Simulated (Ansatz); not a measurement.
A self-consistent single point of Sb (Im-3m, 1 atom in the cell) with Ansatz (a program for electronic structure)

Method: LDA (PW92), default PAW files made with PBE (plane waves; Ansatz).

Input:

Ansatz 0.2 input:
```yaml
# Sb
crystal:
  lattice:
    - [-1.861983, 1.861983, 1.861983]
    - [1.861983, -1.861983, 1.861983]
    - [1.861983, 1.861983, -1.861983]
  atoms:
    - { symbol: Sb, position: [0.000000, 0.000000, 0.000000] }
basis:
  ecutwfc: 30.9 Ry
kpoints:
  mp_grid: { grid: [12, 12, 12] }
hamiltonian:
  xc: lda
  pseudopotentials: { kind: paw }
scf:
  occupations: { method: gaussian, width: 0.0073 Ry }
output:
  forces: true
  eigenvalues: true
  stress: true
```

Output, abridged:

```
WARN ansatz: RAYON_NUM_THREADS=1 ignored (pool sized by the plan → 1); use --threads N
Pseudopotentials: kind: paw
Pseudopotential: Sb, paw, valence charge 15
Crystal: 1 atoms, lattice volume = 25.822 Å³
Basis set: ecut = 420.4159175005146 eV, 531 PW (Γ)
Bands: 12, of which v1, the nominal top of the filled ones, is band 8 counted from 1 (7 counted from 0)
Symmetry: 48 space group operations
Space group: Im-3m (ITA 229), of the structure as read, at distance tolerance 3.0e-5 Å
k-points: 72 of 1728
PAW frozen core: Sb, regenerated for the run's functional, and the local potential with it
Initial density: superposition of atomic densities (neutral atoms: chi_scale 0, normalization atom), corrected by the library's trained network
Initial wavefunctions: pseudopotential atomic-orbital guess
Eigensolver: davidson
Functional: x = slater, c = lda
SCF iter   1: F=—  HF=-6335.638983 eV  |F-HF|=—  |Δ(HF+E_count)|=         —  Δρ=6.95e-3  dr2=5.09e-3  ethr=1.77e-3  ⟨swp⟩=5.1  Hψ=5065  notcnv=0
all-band conjugate gradients solve this SCF's bands
preconditioner: auto → Kerker (q_TF=auto, 2.492 Å⁻¹)
SCF iter   2: F=—  HF=-6335.636745 eV  |F-HF|=—  |Δ(HF+E_count)|=   2.24e-3  Δρ=3.94e-3  dr2=1.71e-3  ethr=3.39e-5  ⟨swp⟩=1.6  Hψ=1500  notcnv=0
SCF iter   3: F=—  HF=-6335.636111 eV  |F-HF|=—  |Δ(HF+E_count)|=   6.34e-4  Δρ=6.73e-4  dr2=1.25e-4  ethr=1.14e-5  ⟨swp⟩=2.0  Hψ=1197  notcnv=0
SCF iter   4: F=—  HF=-6335.636050 eV  |F-HF|=—  |Δ(HF+E_count)|=   6.11e-5  Δρ=2.48e-4  dr2=2.36e-5  ethr=8.35e-7  ⟨swp⟩=2.1  Hψ=1345  notcnv=0
SCF iter   5: F=—  HF=-6335.636042 eV  |F-HF|=—  |Δ(HF+E_count)|=   8.07e-6  Δρ=1.34e-4  dr2=4.83e-6  ethr=1.58e-7  ⟨swp⟩=1.1  Hψ=846  notcnv=0
SCF iter   6: F=—  HF=-6335.636040 eV  |F-HF|=—  |Δ(HF+E_count)|=   2.20e-6  Δρ=4.54e-5  dr2=4.36e-7  ethr=3.22e-8  ⟨swp⟩=2.6  Hψ=1339  notcnv=0
SCF iter   7: F=-6335.636039 eV  HF=-6335.636039 eV  |F-HF|=1.04e-9  |Δ(HF+E_count)|=   3.01e-7  Δρ=1.88e-6  dr2=1.09e-9  ethr=6.67e-10  ⟨swp⟩=6.8  Hψ=4150  notcnv=0
SCF 1 converged in 7 iterations: F = -6335.636039 eV  dr2 = 1.09e-9
SCF converged after 7 iterations
Free energy (F): -6335.636039 eV
Harris-Foulkes:  -6335.636039 eV  (|F-HF|=1.04e-9)
Internal energy: -6335.632314 eV  (E = F + TS)
E sigma→0 (E₀):  -6335.634177 eV
Entropy (-TS):   -0.003725 eV (-3.725 meV/atom)
Fermi energy:    11.979687 eV
--- Per-component energies (eV) ---
  E_band       = -138.454832
  E_kinetic    = 208.708974
  E_local      = -1405.606821  (includes V_loc(G=0)·N_el)
  E_nonlocal   = 365.785249
  E_hartree    = 642.287218
  E_xc         = -138.452792
  E_vxc        = -98.057498  (∫ρ·V_xc dr)
  E_paw        = -4425.812301  (= ΣΔE_a)
  E_vpaw       = -493.857643  (= ΣTr[D̂ρ^β])
  E_aug_tail   = -0.000002  (compensation charges beyond the density's cutoff)
  E_ewald      = -1583.100663
  E_core_change = 0.558824  (= ΣΔE_core)
  E_smearing   = -0.003725  (= −TS)
  E_closure    = 0.000000  (closes the sum)
  Σ components = -6335.636039   (vs F -6335.636039, Δ=0.00e0)
--- Forces (eV/Å), atoms counted from 1 ---
  atom   1  Sb    -0.00000000     0.00000000     0.00000000
  max |Σ_I F_I| component: 7.40e-31 eV/Å
--- Stress (GPa, compression-positive) ---
       -0.775571      -0.000000      -0.000000
       -0.000000      -0.775571      -0.000000
       -0.000000       0.000000      -0.775571
  P = ⅓ Tr σ = -0.7756 GPa (-7.756 kbar)
  The stress holds the Pulay correction. Without it, at fixed plane waves, as pw.x and ABINIT print it: P = -0.8182 GPa
--- Band table (eV; the first three rows and the last of 72) ---
  k-point 0: bands = ["-17.1815", "-17.1815", "-17.1815", "-17.0981", "-17.0981", "-1.2505", "17.6660", "17.6660", "17.6660", "23.5177", "23.5177", "23.5177"]
  k-point 1: bands = ["-17.1832", "-17.1784", "-17.1725", "-17.1000", "-17.0984", "-1.0996", "16.5290", "17.1825", "17.5333", "22.0812", "22.2925", "23.4212"]
  k-point 2: bands = ["-17.1876", "-17.1704", "-17.1476", "-17.1047", "-17.0995", "-0.6485", "14.1687", "16.1819", "17.1650", "20.7887", "21.1901", "23.2351"]
  k-point 71: bands = ["-17.1840", "-17.1840", "-17.0569", "-17.0569", "-17.0569", "6.3863", "9.8749", "9.8749", "9.8749", "14.9773", "14.9773", "29.3698"]
```

The run converged in 7 iterations.

The starting cell comes from a database of computed structures (which also holds hypothetical and non-ambient phases and stackings), without a prior relaxation at this level. Its lattice was rescaled by up to half a per cent. Spin-orbit coupling is off. Ansatz's pressure includes its estimate of the finite-basis (Pulay) stress.
